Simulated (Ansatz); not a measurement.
Consider CdS in the zinc blende structure (space group F-43m, No. 216; a = 5.825 Å).

Calculations: PBEsol (Ansatz, an electronic-structure program; PAW; 420 eV plane waves; spin-orbit coupling left out), earlier PAW set.

Now apply this change: every Cd is replaced by Zn, then cell and atoms are relaxed.

Measured band gap: CdS 2.48 eV (0 K or low temperature; as listed in arXiv:1206.3780); ZnS 3.94 eV (static lattice; corrected from measurement; as listed in Wei Chen et al., Physical Review Materials (2018)).

Measured lattice parameter a: CdS 5.832 Å (room temperature; as listed in arXiv:1206.3780); ZnS 5.41 Å (room temperature; as listed in Martin Albrecht, Beate Paulus, Hermann Stoll, Phys. Rev. B (1997)).

Task: How well does PBEsol reproduce the measured shift?

Result: With PBEsol the band gap moves by +1.07 eV (1.01 → 2.08) against +1.46 eV measured; the lattice parameter a moves by -0.468 Å (5.825 → 5.357) against -0.422 Å measured. The two measured values stand on different bases (one corrected, one not), which blurs small differences.

Stability against distortions was not tested.
